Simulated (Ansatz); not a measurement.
The starting structures come from a database of crystals and need not be the phases stable at ambient conditions.

 Where the default PAW files enter, the runs use the earlier of Ansatz's two default sets.

Tunnelling through a barrier is set by its complex band structure: the current falls as exp(−2κd) with the smallest κ.

```
CELL_PARAMETERS angstrom
      3.95638     0.00000     0.00000
      0.00000     3.95638     0.00000
      0.00000     0.00000     3.95638
ATOMIC_POSITIONS crystal
  K  0.00000 0.00000 0.00000
  Mg 0.50000 0.50000 0.50000
  H  0.50000 0.00000 0.50000
  H  0.00000 0.50000 0.50000
  H  0.50000 0.50000 0.00000
```

Space group of this cell: Pm-3m, cubic perovskite. The cell was relaxed by PBE-D3(BJ); by r2SCAN its mean pressure is 1.1 GPa.

Transport runs along the normal of the first two printed cell vectors, the (001) plane of the conventional cell.

The gap is the functional's own. No spin-orbit coupling. Mid-gap values are interpolated on the energy grid.

Question: Give the band gap and the smallest decay constant κ at mid-gap that Ansatz (a quantum-chemistry and plane-wave program) with r2SCAN yields.

Answer: Gap 3.31 eV on a 8×8×8 mesh; κ = 0.362 1/Å, at (0.500, 0.500) of the in-plane reciprocal vectors. At the zone centre, at the nearest computed energy, the slowest state has κ = 0.55 1/Å.
